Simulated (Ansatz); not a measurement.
Take Rb in the bcc (W type) structure (space group Im-3m, No. 229; a = 5.675 Å; relaxed with 0.1 eV smearing) as the base.

Calculations: PBE (Ansatz, a quantum-chemistry and plane-wave program), no SOC.

For the base:

- Pressure: 0.0 GPa

Modification: the cell is scaled by 0.9850 in all directions, atoms relaxed at fixed cell.

### Question
What happens to the energy relative to the base and pressure?

### Answer
The energy increases by 1.6 meV/atom; the pressure is nearly the same (0.0 GPa against 0.1 GPa).

The cells carry an imposed strain or load. Stability against distortions was not tested. All final runs are without spin polarisation.
